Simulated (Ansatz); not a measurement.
We consider GaCl₃ (within 0.1 Å of C2/m, No. 12; cell taken from a computed entry), described by dielectric-dependent PBEsol hybrid (Ansatz, a program for electronic structure, plane waves, PAW).

Numerical settings: plane-wave cutoff 460 eV, 4×4×4 k mesh, Fermi–Dirac smearing 0.01 eV, scalar-relativistic PAW data made under PBE.

Cell (relaxed with PBEsol):

```xyz
8
Lattice="6.9653 0.0018 0.0027 3.4816 6.0511 0.0150 3.4793 1.9265 6.0202" Properties=species:S:1:pos:R:3 pbc="T T T"
Ga    10.4442     6.4364     5.5077
Ga     3.4820     1.5430     0.5303
Cl     5.3292     6.0516     0.0156
Cl     8.5970     1.9278     6.0224
Cl     6.9616     5.0070     5.0796
Cl     6.9646     2.9723     0.9583
Cl     3.4810     1.9577     2.5982
Cl    10.4452     6.0217     3.4397
```

Task: Estimate the band gap and smallest direct gap on the k points sampled that the calculation returns.

Result: 
* **band gap**: 7.60 eV
* **smallest direct gap on the k points sampled**: 7.61 eV

Note: cell and atoms aren't relaxed at this level (pressure -1.1 GPa).

Spin–orbit coupling is not included.

Computed values are for the static lattice.

Computing time: around 30 core-minutes (rough).
